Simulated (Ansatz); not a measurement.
Ansatz (a first-principles code) run on Li3Au (I4mm, 4 atoms in the cell): self-consistent single point.

Method: PBEsol, default PAW files made with PBE (plane waves; Ansatz).

```
Li3Au
1.0
    0.00000     3.11605     3.11605
    3.11605     0.00000     3.11605
    3.11605     3.11605     0.00000
Li Au
3 1
Direct
  0.25000   0.25000   0.25000
  0.75000   0.75000   0.75000
  0.50802   0.50802   0.49198
  0.00000   0.00000   0.00000
```

Reference input (self-consistent single point, DFT, PBEsol, plane waves, default PAW files made with PBE): basis.ecutwfc = 30.9 Ry; kpoints.mp_grid.grid = 9 9 9; hamiltonian.xc = pbesol; hamiltonian.pseudopotentials = {kind: paw} (the program's default PAW files); scf.occupations.method = gaussian; scf.occupations.width = 0.0073 Ry. This run's input differs from it in these lines:

Ansatz 0.2 input:
```diff
@@ -13,3 +13,3 @@
 kpoints:
-  mp_grid: { grid: [9, 9, 9] }
+  mp_grid: { grid: [10, 10, 10] }
 hamiltonian:
```

The program printed (abridged):

```
SCF iter   1: F=—  HF=-13617.570247 eV  |F-HF|=—  |Δ(HF+E_count)|=         —  Δρ=3.43e-3  dr2=5.48e-3  ethr=1.77e-3  ⟨swp⟩=3.5  Hψ=7435  notcnv=0
all-band conjugate gradients solve this SCF's bands
preconditioner: auto → Kerker (q_TF=auto, 2.399 Å⁻¹)
SCF iter   2: F=—  HF=-13617.567674 eV  |F-HF|=—  |Δ(HF+E_count)|=   2.57e-3  Δρ=1.34e-3  dr2=5.15e-4  ethr=1.96e-5  ⟨swp⟩=2.8  Hψ=3700  notcnv=0
SCF iter   3: F=—  HF=-13617.567179 eV  |F-HF|=—  |Δ(HF+E_count)|=   4.95e-4  Δρ=3.94e-4  dr2=8.98e-5  ethr=1.84e-6  ⟨swp⟩=2.0  Hψ=2664  notcnv=0
SCF iter   4: F=—  HF=-13617.567136 eV  |F-HF|=—  |Δ(HF+E_count)|=   4.32e-5  Δρ=1.38e-4  dr2=2.40e-5  ethr=3.21e-7  ⟨swp⟩=2.0  Hψ=2844  notcnv=0
SCF iter   5: F=—  HF=-13617.567128 eV  |F-HF|=—  |Δ(HF+E_count)|=   8.13e-6  Δρ=3.70e-5  dr2=1.17e-6  ethr=8.58e-8  ⟨swp⟩=2.0  Hψ=2046  notcnv=0
SCF iter   6: F=-13617.567127 eV  HF=-13617.567127 eV  |F-HF|=1.55e-8  |Δ(HF+E_count)|=   3.20e-7  Δρ=7.52e-6  dr2=4.28e-8  ethr=3.57e-10  ⟨swp⟩=3.6  Hψ=7520  notcnv=0
SCF 1 converged in 6 iterations: F = -13617.567127 eV  dr2 = 4.28e-8
Free energy (F): -13617.567127 eV
Internal energy: -13617.562123 eV  (E = F + TS)
E sigma→0 (E₀):  -13617.564625 eV
Entropy (-TS):   -0.005004 eV (-1.251 meV/atom)
Fermi energy:    7.254366 eV
--- Forces (eV/Å), atoms counted from 1 ---
  atom   1  Li     0.00000000    -0.00000000     0.05005874
  atom   2  Li    -0.00000000     0.00000000     0.05005874
  atom   3  Li    -0.00000000     0.00000000    -0.09669308
  atom   4  Au     0.00000000     0.00000000    -0.00344770
--- Stress (GPa, compression-positive) ---
       -0.220570       0.000000      -0.000000
        0.000000      -0.220570      -0.000000
       -0.000000      -0.000000      -0.241106
  P = ⅓ Tr σ = -0.2274 GPa (-2.274 kbar)
  The stress holds the Pulay correction. Without it, at fixed plane waves, as pw.x and ABINIT print it: P = -0.2432 GPa
```

The run converged in 6 iterations. Against the reference run the free energy falls by 1.3 meV/atom, the pressure moves little (-0.17 to -0.23 GPa) and the largest force moves little (0.095 to 0.097 eV/Å).

The starting cell comes from a database of computed structures (which also holds hypothetical and non-ambient phases and stackings), without a prior relaxation at this level. Its lattice was rescaled by up to half a per cent. One atom was moved a little off its site on purpose. Ansatz's pressure includes its estimate of the finite-basis (Pulay) stress.
